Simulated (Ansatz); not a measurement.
An Ansatz (a first-principles code) input (PBE/PAW in Ansatz, spin-orbit coupling left out, earlier PAW set):

Ansatz 0.2 input:
```yaml
crystal:
  lattice:
    - [-2.1499559182, 2.1499559182, 2.1499559182]
    - [2.1499559182, -2.1499559182, 2.1499559182]
    - [2.1499559182, 2.1499559182, -2.1499559182]
  atoms:
    - { symbol: Na, position: [0, 0, 0] }
basis: { ecutwfc: 420, ecutrho_ratio: 4, xc_grid: 2, fft_grid_basis: typed }
kpoints: { mp_grid: { grid: [22, 22, 22] } }
hamiltonian:
  xc: pbe
  dispersion: none
  pseudopotentials: { azcp: { folder: ./paw }, kind: paw }
scf: { occupations: { method: fermi_dirac, width: 0.1 }, convergence: { dr2_threshold: 0.0000000001 } }
relax: { f_tol: 0.005, max_steps: 50 }
output: { forces: true, stress: true }
checkpoint: { write: state.ck, write_every: 1000 }
```

Task: Which symmetry and how many k-points will the program report, and about how many plane waves at Γ?

Result: Space group Im-3m (ITA 229) with 48 operations, k-points 328 of 10648, and 767 plane waves at Γ.

Task: And the final pressure?

Result: -0.48 GPa (compression positive).

The cells carry an imposed strain or load. No phonon test of stability was made. The cell was made from Na in the bcc (W type) structure (space group Im-3m, No. 229) by this change: isotropic strain +2.39 %.
